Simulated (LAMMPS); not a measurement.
Surface tension of liquid Ni over temperature.

Method: classical MD, pair style meam, file library.meam (library.meam-Ni); code LAMMPS.

```tsv
T (K)	surface tension	excess energy
1730	1.21 ± 0.05 N/m	1.8 J/m²
1990	1.18 ± 0.06 N/m	1.8 J/m²
2330	1.07 ± 0.04 N/m	1.7 J/m²
```

Caution: the potential MEAM library.meam-Ni is a first-neighbour MEAM set with a 4 Å cutoff, used here without a parameter file and away from the static properties it was fitted to.

Caution (rows 1730; 1990): this liquid lies under the melting point of about 2130 K that MEAM library.meam-Ni gives, so it is undercooled.

Uncertainties are statistical and leave out the potential's own error.
